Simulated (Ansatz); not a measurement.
Ga vacancy + Si on the Ga site in beta Ga2O3 (the name describes the start): one set of geometries, relaxed with PBE, evaluated in Ansatz (PAW, plane waves to 420 eV, 500 eV under r2SCAN) with PBE, r2SCAN.

Cell and caveats: 120-site cell; 2×2×2 shifted k-points; start: the Ga(2) site; Ga(2) 3.16 Å away; charged states image-corrected; corrections reach 1.1 eV, so highly charged states may be off by several tenths; relaxed from one start, so a lower configuration may exist; flagged in the runs: a host whose relaxation on this sampling wasn't shown to rest.

```
quantity                                                       PBE       r2SCAN
------------------------------------------------------------  ----  -----------
host gap (eV)                                                 2.01          [?]
ε(0/−1) above the VBM (eV)                                    0.45          [?]
ε(−1/−2) above the VBM (eV)                                   0.96  not settled
neutral formation energy against alpha gallium, silicon (eV)  5.57          [?]
largest moment on one atom at charge 0 (μB)                   0.40          [?]
largest moment on one atom at charge −1 (μB)                  0.26          [?]
```

Q: Given the lower rungs, what does r2SCAN give?

A: 
- host gap (eV), r2SCAN: 2.65
- ε(0/−1) above the VBM (eV), r2SCAN: 0.67
- neutral formation energy against alpha gallium, silicon (eV), r2SCAN: 6.78
- largest moment on one atom at charge 0 (μB), r2SCAN: 0.49
- largest moment on one atom at charge −1 (μB), r2SCAN: 0.31

Ansatz is an electronic-structure program.
